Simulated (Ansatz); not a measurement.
The reference is HgTe in the zinc blende structure (space group F-43m, No. 216; a = 6.651 Å).

The change: every lattice vector is stretched by 5.31 %, atoms relaxed at fixed cell.

Levels (all Ansatz, an electronic-structure program, PAW): PBE (420 eV, no spin-orbit coupling); r2SCAN (500 eV, spin-orbit coupling left out).

The geometry is relaxed with PBE.

- PBE pressure = -3.5 GPa

With r2SCAN at the same geometry, the pressure decreases by 1.15 GPa (-3.5 GPa → -4.7 GPa).

Single points use the geometry relaxed with PBE. Their cutoffs differ, which shifts pressures a little. The cells carry an imposed strain or load. No phonon test of stability was made. The final runs are not spin-polarised.
